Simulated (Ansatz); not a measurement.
MgO (model structure, started from the CsCl type, Pm-3m, No. 221, 2 atoms in the cell; like a known high-pressure phase), treated with r²SCAN in Ansatz (PAW).

Numerical settings: plane-wave cutoff 560 eV, 12×12×12 k mesh, Fermi–Dirac smearing 0.01 eV, scalar-relativistic PAW data made under PBE.

Cell (relaxed with PBEsol):

```
MgO
1.0
    2.63342     0.00000     0.00000
    0.00000     2.63342     0.00000
    0.00000     0.00000     2.63342
Mg O
1 1
Direct
  0.00000   0.00000   0.00000
  0.50000   0.50000   0.50000
```

Estimate the band gap and smallest direct gap on the k points sampled that the calculation returns.


- band gap = 3.38 eV (indirect)
- smallest direct gap on the k points sampled = 4.42 eV

Note: cell and atoms aren't relaxed at this level (pressure -1.8 GPa).

The computed numbers hold no vibrational or temperature effects.

The result took very roughly 7 core-seconds.

A model structure was made by putting elements into a prototype or built by hand; it is no filed structure, need not be a known phase, and can be a saddle point held by its symmetry.

Ansatz is an electronic-structure program.
